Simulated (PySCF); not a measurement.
PySCF 2.14.0, unrestricted PBE/def2-svpd, df: Sc(F)3 anion ([F][Sc]([F])[F]), charge -1, multiplicity 2, 4 atoms. The geometry is a generated start, not checked to be a minimum at this level.

```
Item                           Value
-------------------  ---------------
task                          energy
method                           pbe
basis                      def2-svpd
two-electron scheme  density fitting
mol.max_memory               3000 MB
mf.max_cycle                     100
mf.init_guess        minao (default)
mf.DIIS              CDIIS (default)
mf.conv_tol          1e-09 (default)
mf.grids.level           3 (default)
basis functions                  103
grid points                    63432
```

```xyz
4

Sc    -0.0018    -0.0032     0.0006
F     -1.4879    -0.9250     0.0640
F     -0.0075     1.6150    -0.6776
F      1.4971    -0.6868     0.6130
```

Charge -1 and multiplicity 2 are set for this test and not shown to be the ground state.

One run each on 2 threads, 1 BLAS thread. Values of diis_space tried: 3, 5, 8 (default), 12, 20.

**Question.** Which value of diis_space needs the fewest Fock builds, and what happens away from it?

**Answer.** Fewest Fock builds, within one of each other: 5 with 15, 8 (default) with 15, 12 with 15, 20 with 15. The count rises to 31 at 3. All converge to one solution.

| diis_space | Fock builds | end |
|---|---|---|
| 3 | 31 | same solution |
| 5 | 15 | same solution |
| 8 (default) | 15 | same solution |
| 12 | 15 | same solution |
| 20 | 15 | same solution |
